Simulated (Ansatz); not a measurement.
For HfN in the rock salt structure at 825 K, quasi-harmonic approximation with Ansatz (an electronic-structure program), PBEsol functional, plane-wave PAW gives a volume expansion coefficient α_V = 19.33 × 10⁻⁶ K⁻¹, an isothermal bulk modulus B_T = 321.0 GPa, a molar volume V_m = 13.303 cm³/mol and C_V = 49.03 J/(mol K). Spin-orbit coupling is not included. The pressure is 15 GPa. The structure is held there; whether it is the stable one at that pressure was not tested.

**Question.** Work out the Grüneisen parameter, C_P and the adiabatic bulk modulus.

**Answer.** γ = α_V B_T V_m / C_V = 1.68. C_P − C_V = α_V² B_T V_m T = 1.32 J/(mol K), so C_P = 50.35 J/(mol K). B_S = B_T C_P/C_V = B_T (1 + α_V γ T) = 329.6 GPa.

The PAW data sets were generated under PBE and serve the other functionals too.
